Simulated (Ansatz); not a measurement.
Ti₂AlC (P6₃/mmc, No. 194; cell taken from a computed entry) was calculated with PBEsol (plane waves, PAW; Ansatz, an electronic-structure program).

Run with plane-wave cutoff 520 eV, 24×24×4 k mesh (along the axes of the cell as run), Fermi–Dirac smearing 0.046 eV (set by the program), no spin polarisation, scalar-relativistic PAW data made under PBE.

Cell (relaxed at this level):

Space group P6₃/mmc (No. 194); a = b = 3.0374 Å, c = 13.6378 Å, α = β = 90.00°, γ = 120.00°

```
atom  site  symmetry       x       y       z
----  ----  --------  ------  ------  ------
Ti      4f       3m.  0.3333  0.6667  0.0833
Al      2d      -6m2  0.6667  0.3333  0.2500
C       2a      -3m.  0.0000  0.0000  0.0000
```

Question: Predict the Voigt–Reuss–Hill bulk modulus, polycrystal shear modulus (Hill average), Young modulus and Poisson ratio.

Answer: 
Voigt–Reuss–Hill bulk modulus: 145 GPa
polycrystal shear modulus (Hill average): 120 GPa
Young modulus: 283 GPa
Poisson ratio: 0.176

Note: the relaxation could not lower the start's symmetry, so the cell can be a saddle point above a distorted one.

Elastic constants are with the ions relaxed.

The computed numbers hold no vibrational or temperature effects.
